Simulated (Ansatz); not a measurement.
**Ti2C (R-3m): band-structure transport figures**

Consider the following.

```
Ti2C
1.0
    1.52630     0.88121     4.77246
   -1.52630     0.88121     4.77246
    0.00000    -1.76241     4.77246
Ti C
2 1
Direct
  0.24587   0.24587   0.24587
  0.75413   0.75413   0.75413
  0.50000   0.50000   0.50000
```

These are r2SCAN, rigid bands (plane waves, PAW, scalar-relativistic; Ansatz, a first-principles code) values and carry that method's errors. Condition of this run: functional r2SCAN on the same cell. Geometry: cell and atoms relaxed with PBEsol.

```
Property                                                           Result
------------------------------------  -----------------------------------
density of states at the Fermi level    1.94 states/(eV·cell), both spins
bare Sommerfeld coefficient                     1.53 mJ/(mol of atoms·K²)
Drude plasma energy                          4.1 (x), 4.1 (y), 3.1 (z) eV
root-mean-square Fermi velocity                                 3.3e5 m/s
resistivity times τ                   29 (x), 29 (y), 51 (z) ×10⁻²² Ω·m·s
```

A metal at this level (no band gap); rigid bands, thermally averaged at 300 K, both spins. Spin-orbit coupling is left out. τ is one relaxation time for all states.

Computed structure with no diffraction record at hand here (it may be known, metastable or hypothetical): Ti2C (R-3m).
